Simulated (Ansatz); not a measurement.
MgAl2H8: isotropic strain +0.41 %

Take MgAl₂H₈ (space group P-3m1, No. 164; a = 5.186 Å, c = 5.787 Å; a cell from a computed database, its experimental status unchecked; layered) as the base.

It is then changed as follows: every lattice vector is stretched by 0.41 %, atoms relaxed at fixed cell.

Method: PBEsol (Ansatz, an electronic-structure program), no spin-orbit coupling. k-mesh 6×6×5 (Γ-centred); smearing 0.05 eV (Fermi–Dirac).

The space group is still P-3m1 (No. 164) and the energy hardly moves. The pressure (mean of the normal stresses, compression positive) goes from zero to -0.23 GPa and the band gap falls by 0.02 eV (4.22 eV → 4.20 eV) (an upper bound: an edge found on the path is not a true extremum; both cells).

Final structure:

```yaml
crystal:
  lattice:
    - [5.20726, 0.00000, 0.00000]
    - [-2.60363, 4.50962, 0.00000]
    - [0.00000, 0.00000, 5.81089]
  atoms:
    - { symbol: Mg, position: [0.00000, 0.00000, 0.00000] }
    - { symbol: Al, position: [0.33333, 0.66667, 0.69523] }
    - { symbol: Al, position: [0.66667, 0.33333, 0.30477] }
    - { symbol: H, position: [0.83364, 0.16636, 0.19773] }
    - { symbol: H, position: [0.16636, 0.83364, 0.80227] }
    - { symbol: H, position: [0.83364, 0.66729, 0.19773] }
    - { symbol: H, position: [0.16636, 0.33271, 0.80227] }
    - { symbol: H, position: [0.33271, 0.16636, 0.19773] }
    - { symbol: H, position: [0.66729, 0.83364, 0.80227] }
    - { symbol: H, position: [0.33333, 0.66667, 0.41738] }
    - { symbol: H, position: [0.66667, 0.33333, 0.58262] }
```

Cost of the whole job for the changed cell (relaxation, final SCF and bands): about 27 core-seconds (a rough figure).

Whether these cells are dynamically stable was not tested. No dispersion term is included in the PBEsol runs.
